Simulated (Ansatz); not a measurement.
A computed series for Mo: response to strain

The parent structure is Mo in the bcc (W type) structure (space group Im-3m, No. 229; a = 3.151 Å). Axes: x, y, z lie along the cube axes.

Strains are applied to the cell and any free atomic positions relax; under biaxial strain the out-of-plane vector relaxes too.

Method: r2SCAN, PAW, 500 eV (Ansatz, a first-principles code; spin-orbit coupling left out).

Candidates:
(a) uniaxial strain ε_zz = −0.75 %
(b) biaxial strain −1.76 %, plane normal [111], relaxed out of plane
(c) uniaxial strain ε_zz = −0.19 %
(d) biaxial strain −3.71 %, plane normal [001], relaxed out of plane
(e) isotropic strain −5.29 %

Notes on the quantities. energy relative to the base: free energy F.

Q: Order them by energy relative to the base, lowest first.

A: (c) uniaxial strain ε_zz = −0.19 % (+0.1 meV/atom), (a) uniaxial strain ε_zz = −0.75 % (+1.3 meV/atom), (b) biaxial strain −1.76 %, plane normal [111], relaxed out of plane (+12 meV/atom), (d) biaxial strain −3.71 %, plane normal [001], relaxed out of plane (+78 meV/atom), (e) isotropic strain −5.29 % (+0.397 eV/atom)

Without a gap, meshes like the base's 21×21×21 leave anisotropic stresses uncertain by several tenths of a GPa, and small strain energies with them. Stability against distortions was not tested. The final runs are not spin-polarised.
